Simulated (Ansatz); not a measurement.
Defect: interstitial Cu in rock-salt MgO, charge state +1. Calculation: HSE06, atoms relaxed with HSE06 at the PBE lattice, PAW (plane waves to 420 eV; Ansatz, a first-principles code).

Cell of 64 host sites held at the relaxed PBE lattice; a 2×2×2 k-point mesh shifted by half a step; Fermi-Dirac width 0.01 eV, spin-restricted; finite-size errors left in. Energies are static. The charge state is imposed; whether it is stable for some Fermi level was not computed. Sites that were not tried may lie lower.

Relaxed starting cell (atoms counted from 1):

```yaml
crystal:
  lattice:
    - [8.50724, 0.00000, 0.00000]
    - [0.00000, 8.50724, 0.00000]
    - [0.00000, 0.00000, 8.50724]
  atoms:
    - { symbol: Mg, position: [0.99853, 0.99976, 0.00073] }
    - { symbol: Mg, position: [0.99426, 0.99548, 0.50182] }
    - { symbol: Mg, position: [0.99424, 0.50083, 0.99644] }
    - { symbol: Mg, position: [0.99775, 0.50171, 0.50271] }
    - { symbol: Mg, position: [0.49959, 0.99541, 0.99640] }
    - { symbol: Mg, position: [0.50048, 0.99898, 0.50272] }
    - { symbol: Mg, position: [0.50049, 0.50174, 0.99998] }
    - { symbol: Mg, position: [0.52416, 0.52549, 0.52649] }
    - { symbol: O, position: [0.24909, 0.99930, 0.00029] }
    - { symbol: O, position: [0.24695, 0.99603, 0.50321] }
    - { symbol: O, position: [0.24695, 0.50223, 0.99701] }
    - { symbol: O, position: [0.24051, 0.50863, 0.50963] }
    - { symbol: O, position: [0.74916, 0.00004, 0.00103] }
    - { symbol: O, position: [0.74992, 0.99929, 0.50109] }
    - { symbol: O, position: [0.74992, 0.50010, 0.00027] }
    - { symbol: O, position: [0.75319, 0.50225, 0.50324] }
    - { symbol: Mg, position: [0.99776, 0.24871, 0.24970] }
    - { symbol: Mg, position: [0.99425, 0.24959, 0.75593] }
    - { symbol: Mg, position: [0.99424, 0.75496, 0.25058] }
    - { symbol: Mg, position: [0.99853, 0.75068, 0.75166] }
    - { symbol: Mg, position: [0.52421, 0.22489, 0.22591] }
    - { symbol: Mg, position: [0.50048, 0.24869, 0.75243] }
    - { symbol: Mg, position: [0.50050, 0.75144, 0.24968] }
    - { symbol: Mg, position: [0.49959, 0.75501, 0.75599] }
    - { symbol: O, position: [0.24047, 0.24177, 0.24276] }
    - { symbol: O, position: [0.24696, 0.24821, 0.75539] }
    - { symbol: O, position: [0.24694, 0.75441, 0.24919] }
    - { symbol: O, position: [0.24909, 0.75112, 0.75211] }
    - { symbol: O, position: [0.75320, 0.24817, 0.24917] }
    - { symbol: O, position: [0.74992, 0.25032, 0.75212] }
    - { symbol: O, position: [0.74993, 0.75114, 0.25130] }
    - { symbol: O, position: [0.74916, 0.75039, 0.75137] }
    - { symbol: Mg, position: [0.24746, 0.99900, 0.24969] }
    - { symbol: Mg, position: [0.24836, 0.99548, 0.75593] }
    - { symbol: Mg, position: [0.22380, 0.52529, 0.22613] }
    - { symbol: Mg, position: [0.24747, 0.50171, 0.75241] }
    - { symbol: Mg, position: [0.75379, 0.99542, 0.25059] }
    - { symbol: Mg, position: [0.74945, 0.99976, 0.75165] }
    - { symbol: Mg, position: [0.75019, 0.50173, 0.24969] }
    - { symbol: Mg, position: [0.75377, 0.50083, 0.75598] }
    - { symbol: O, position: [0.99808, 0.99930, 0.25130] }
    - { symbol: O, position: [0.99882, 0.00004, 0.75137] }
    - { symbol: O, position: [0.99473, 0.50223, 0.24918] }
    - { symbol: O, position: [0.99809, 0.50011, 0.75211] }
    - { symbol: O, position: [0.50100, 0.99594, 0.24916] }
    - { symbol: O, position: [0.49888, 0.99928, 0.75212] }
    - { symbol: O, position: [0.50756, 0.50885, 0.24258] }
    - { symbol: O, position: [0.50100, 0.50225, 0.75547] }
    - { symbol: Mg, position: [0.24747, 0.24872, 0.99998] }
    - { symbol: Mg, position: [0.22388, 0.22518, 0.52624] }
    - { symbol: Mg, position: [0.24836, 0.75495, 0.99646] }
    - { symbol: Mg, position: [0.24746, 0.75142, 0.50269] }
    - { symbol: Mg, position: [0.75378, 0.24960, 0.99641] }
    - { symbol: Mg, position: [0.75018, 0.24870, 0.50271] }
    - { symbol: Mg, position: [0.74946, 0.75067, 0.00074] }
    - { symbol: Mg, position: [0.75378, 0.75499, 0.50182] }
    - { symbol: O, position: [0.99808, 0.25031, 0.00028] }
    - { symbol: O, position: [0.99476, 0.24821, 0.50322] }
    - { symbol: O, position: [0.99881, 0.75039, 0.00102] }
    - { symbol: O, position: [0.99809, 0.75112, 0.50110] }
    - { symbol: O, position: [0.50100, 0.24817, 0.99694] }
    - { symbol: O, position: [0.50750, 0.24162, 0.50980] }
    - { symbol: O, position: [0.49888, 0.75114, 0.00026] }
    - { symbol: O, position: [0.50100, 0.75447, 0.50323] }
    - { symbol: Cu, position: [0.37439, 0.37524, 0.37610] }
```
Cell charge +1.

End state 1 differs by these moves (Å; atoms that move under 0.08 Å are left out):

```csv
atom,element,Δx,Δy,Δz
8,Mg,-0.43,0.00,0.00
12,O,0.03,-0.05,-0.05
16,O,0.03,0.05,0.05
21,Mg,-0.43,0.00,0.00
25,O,0.03,0.05,0.05
29,O,0.03,-0.05,-0.05
35,Mg,0.20,-0.20,0.20
39,Mg,0.20,0.20,-0.20
47,O,-0.15,0.00,0.00
50,Mg,0.20,0.20,-0.20
54,Mg,0.20,-0.20,0.20
62,O,-0.15,0.00,0.00
65,Cu,2.12,0.00,0.00
```

Task: What is the computed forward and backward barriers to end state 1 (HSE06, atoms relaxed with HSE06 at the PBE lattice, PAW)?

Result: forward 0.40 eV, backward 0.40 eV; at the saddle point atom 65 has neighbours 2 Mg at 2.10; 2 O at 1.77 Å. The saddle point's order was not checked, and it lies on a symmetry element of the cell, where a band can be held.
